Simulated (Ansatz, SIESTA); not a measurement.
A SIESTA input for a relaxation of cell and atoms of TiO₂ (I4_1/amd, 6 atoms in the cell) (DFT, GGA PBE, numerical atomic orbitals TZP, PseudoDojo PBE standard norm-conserving potentials (rewritten from UPF to PSML)):

```
# files in the folder: Ti.psml O.psml (PseudoDojo PBE standard)
SystemName  TiO2
SystemLabel siesta

NumberOfAtoms                6
NumberOfSpecies              2
%block ChemicalSpeciesLabel
  1 22 Ti
  2 8 O
%endblock ChemicalSpeciesLabel
LatticeConstant              5.456477 Ang
%block LatticeVectors
    -0.346835513    0.346835513    0.871441408
     0.346835513   -0.346835513    0.871441408
     0.346835513    0.346835513   -0.871441408
%endblock LatticeVectors
AtomicCoordinatesFormat      Ang
%block AtomicCoordinatesAndAtomicSpecies
     0.000000000    1.892500000    2.377500000  1
     0.000000000    0.000000000    0.000000000  1
     0.000000000    1.892500000    0.399420000  2
     0.000000000   -0.000000000    7.531920000  2
     0.000000000   -0.000000000    1.978080000  2
     0.000000000    1.892500000    4.355580000  2
%endblock AtomicCoordinatesAndAtomicSpecies

XC.functional                GGA
XC.authors                   PBE
PAO.BasisSize                TZP
PAO.EnergyShift              0.01 Ry
MeshCutoff                   400 Ry
%block kgrid.MonkhorstPack
    6   0   0  0.0
    0   6   0  0.0
    0   0   6  0.0
%endblock kgrid.MonkhorstPack
OccupationFunction           FD
ElectronicTemperature        580.23 K

MaxSCFIterations             150
SCF.Mixer.Method             Pulay
SCF.Mixer.Weight             0.2
SCF.Mixer.History            6
SCF.DM.Tolerance             1.0E-04
Diag.ParallelOverK           true
MD.TypeOfRun                 CG
MD.Steps                     40
MD.MaxForceTol               0.02 eV/Ang
MD.VariableCell              true
MD.MaxStressTol              0.05 GPa
WriteForces                  true
Charge.Mulliken              end
```

Problem. Translate this input to Ansatz (a program for electronic structure).

Solution. This is the input that was run; spellings and numerical settings could be chosen otherwise.

Ansatz 0.2 input:
```yaml
# TiO2
crystal:
  lattice:
    - [-1.89250000, 1.89250000, 4.75500000]
    - [1.89250000, -1.89250000, 4.75500000]
    - [1.89250000, 1.89250000, -4.75500000]
  atoms:
    - { symbol: Ti, position_ang: [0.00000000, 1.89250000, 2.37750000] }
    - { symbol: Ti, position_ang: [0.00000000, 0.00000000, 0.00000000] }
    - { symbol: O, position_ang: [0.00000000, 1.89250000, 0.39942000] }
    - { symbol: O, position_ang: [0.00000000, -0.00000000, 7.53192000] }
    - { symbol: O, position_ang: [0.00000000, -0.00000000, 1.97808000] }
    - { symbol: O, position_ang: [0.00000000, 1.89250000, 4.35558000] }
kpoints:
  mp_grid: { grid: [6, 6, 6] }
hamiltonian:
  xc: pbe
  pseudopotentials: { kind: paw }
scf:
  occupations: { method: fermi_dirac, width: 0.05 }
relax:
  cell: {}
output:
  forces: true
  eigenvalues: true
  stress: true
```

Basis settings and potentials, where a program has them, do not carry over. This input uses DFT, PBE, plane waves, default PAW files.

The starting cell has typed, rounded lattice constants, without a prior relaxation at this level.
